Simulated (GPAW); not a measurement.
Input and output of a self-consistent single point for LiMg (P1, 2 atoms in the cell) (GPAW).

Method: LDA (Perdew-Wang 92), GPAW PAW datasets LDA (gpaw-data 1.0.1) (plane waves; GPAW 25.7.0).

The change in words: lattice scaled by 0.98. Reference geometry:
```xyz
2
Lattice="1.5457 0.8924 5.0811 -1.5457 0.8924 5.0811 0.0000 -1.7849 5.0811" Properties=species:S:1:pos:R:3 pbc="T T T"
Li    -0.0329    -0.0547    -0.0501
Mg     0.0329     0.0547     7.6717
```

Reference input (self-consistent single point, DFT LDA (Perdew-Wang 92), plane waves, GPAW PAW datasets LDA (gpaw-data 1.0.1)): mode = pw; ecut = 850 eV; xc = LDA; kpts = 9 9 9; mesh shift (steps) = 0 0 0; occupations.name = methfessel-paxton; occupations.width = 0.1 eV; occupations.order = 0; nbands = -6; convergence.density = 1e-05 e/electron; symmetry.symmorphic = false; symmetry.tolerance = 0.0005. This run's input differs from it in these lines:

```diff
@@ -5,7 +5,7 @@
 atoms = Atoms(['Li', 'Mg'],
-              cell=[[1.545750, 0.892439, 5.081053],
-                    [-1.545750, 0.892439, 5.081053],
-                    [0.000000, -1.784878, 5.081053]],
-              positions=[[-0.032937, -0.054728, -0.050109],
-                         [0.032937, 0.054728, 7.671689]],
+              cell=[[1.514835, 0.874590, 4.979432],
+                    [-1.514835, 0.874590, 4.979432],
+                    [0.000000, -1.749180, 4.979432]],
+              positions=[[-0.032278, -0.053633, -0.049107],
+                         [0.032278, 0.053633, 7.518255]],
               pbc=True)
```

The program printed (abridged):

```
     iter     time        total  log10-change:
                         energy   eigst   dens
iter:   1 --:--:--    -4.178106
iter:   2 --:--:--    -4.153341   -0.66  -1.27
iter:   3 --:--:--    -4.025563   -1.36  -1.32
iter:   4 --:--:--    -4.024571   -2.16  -1.70
iter:   5 --:--:--    -4.021937c  -2.59  -1.71
iter:   6 --:--:--    -4.021232c  -4.13  -2.57
iter:   7 --:--:--    -4.020982c  -5.13  -2.97
iter:   8 --:--:--    -4.020840c  -5.34  -3.12
iter:   9 --:--:--    -4.020822c  -5.53  -3.43
iter:  10 --:--:--    -4.020817c  -7.18  -3.95
iter:  11 --:--:--    -4.020816c  -8.00c -4.08
iter:  12 --:--:--    -4.020816c  -7.77c -4.13
iter:  13 --:--:--    -4.020816c  -8.62c -4.30
iter:  14 --:--:--    -4.020816c  -8.26c -4.31
iter:  15 --:--:--    -4.020816c  -9.32c -4.38
iter:  16 --:--:--    -4.020816c  -8.31c -4.44
iter:  17 --:--:--    -4.020816c  -9.32c -4.68
iter:  18 --:--:--    -4.020815c  -8.39c -4.71
iter:  19 --:--:--    -4.020815c  -9.56c -5.04c
Converged after 19 iterations.

Dipole moment: (0.184952, 0.308679, 0.272485) |e|*Ang

Energy contributions relative to reference atoms: (reference = -5626.838812)

Kinetic:         +1.550126
Potential:       +0.349648
External:        +0.000000
XC:              -5.828729
Entropy (-ST):   -0.003949
Local:           -0.089887
SIC:             +0.000000
--------------------------
Free energy:     -4.022790
Extrapolated:    -4.020815

Showing only first 2 kpts
 Kpt  Band  Eigenvalues  Occupancy
  0     3    -40.48623    2.00000
  0     4     -3.72557    2.00000
  0     5      1.24704    2.00000
  0     6      3.37597    0.00000

  1     3    -40.48750    2.00000
  1     4     -3.46660    2.00000
  1     5      1.44133    2.00000
  1     6      3.60590    0.00000

Fermi level: 2.15958

No gap
No difference between direct/indirect transitions
Energy (eV): -4.020815

Forces in eV/Ang:
  0 Li    0.02988    0.05322    0.21153
  1 Mg   -0.02988   -0.05324   -0.21187

Stress tensor:
    -0.001515     0.000570     0.000108
     0.000570    -0.002807    -0.000772
     0.000108    -0.000772    -0.001224
Stress (GPa, Voigt): [-0.2427 -0.4497 -0.1961 -0.1237  0.0173  0.0912]
```

The run converged in 19 iterations. GPAW prints stress with tension positive. Against the reference run the free energy drops by 4.0 meV/atom, the pressure goes from -1.25 to 0.30 GPa and the largest force goes from 0.189 to 0.220 eV/Å.

The starting cell comes from a database of computed structures (which also holds hypothetical and non-ambient phases and stackings), without a prior relaxation at this level. Its atoms were displaced at random from the sites of space group no. 166. For this run, on top of that: lattice scaled by 0.98.

Cost on one core of a shared machine: roughly 5 min.
